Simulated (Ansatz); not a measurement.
**Electron-phonon data for ScHg (Pm-3m)**

```
CELL_PARAMETERS angstrom
      3.46721     0.00000     0.00000
      0.00000     3.46721     0.00000
      0.00000     0.00000     3.46721
ATOMIC_POSITIONS crystal
  Sc 0.50000 0.50000 0.50000
  Hg 0.00000 0.00000 0.00000
```

Level of theory: PBEsol, DFPT electron-phonon coupling, linearised Boltzmann equation (plane waves, PAW, scalar-relativistic; Ansatz, an electronic-structure program). Cell: relaxed with this functional, without spin-orbit coupling.

The resistivity at 300 K is 37 μΩ·cm.

A metal at this level (no band gap). Only scattering by harmonic phonons is included (no impurities, grain boundaries, electron-electron scattering or thermal expansion). Spin-orbit coupling is left out, which matters with elements this heavy. Halving the electron mesh (24x24x24) moves the resistivity by up to 2 % at 300 K. Smearing 0.20 eV; phonons on a 4x4x4 q mesh, which this run doesn't test and which matters most at low temperature.

Formula and space group known from diffraction (Crystallography Open Database), not checked to be the room-temperature form: ScHg (Pm-3m).
